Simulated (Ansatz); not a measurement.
Consider BaTe in the rock salt structure (space group Fm-3m, No. 225).

```
BaTe
1.0
    0.00000     3.47069     3.47069
    3.47069     0.00000     3.47069
    3.47069     3.47069     0.00000
Ba Te
1 1
Direct
  0.00000   0.00000   0.00000
  0.50000   0.50000   0.50000
```

Cartesian axes are those of the cell as printed.

Level of theory: DFT with PBEsol, PAW potentials and a 420 eV plane-wave cutoff in Ansatz (an electronic-structure program), without spin-orbit coupling.

Strains are applied to the cell and any free atomic positions relax.

One change was made to it. Results:

| quantity | base | after |
|---|---|---|
| smallest direct gap | 1.82 eV | 1.81 eV |
| energy relative to the base (free energy F) | 0 meV/atom | 0.0 meV/atom |
| valence-band top at Γ (three highest levels, from the VBM) | 0.00, 0.00, 0.00 eV | 0.00, -0.01, -0.02 eV |

Problem. What was done to the base?
A. tensor shear ε_xy = +1.43 %
B. tensor shear ε_xy = +1.71 %
C. tensor shear ε_xy = +2.00 %
D. tensor shear ε_xy = +0.29 %

Solution. D, tensor shear ε_xy = +0.29 %. For comparison, the valence-band top at Γ in the other runs: tensor shear ε_xy = +1.71 % gives 0.00, -0.06, -0.11 eV; tensor shear ε_xy = +2.00 % gives 0.00, -0.07, -0.13 eV; tensor shear ε_xy = +1.43 % gives 0.00, -0.05, -0.09 eV.

With Te present, leaving out spin-orbit coupling can change the band edges. Stability against distortions was not tested.
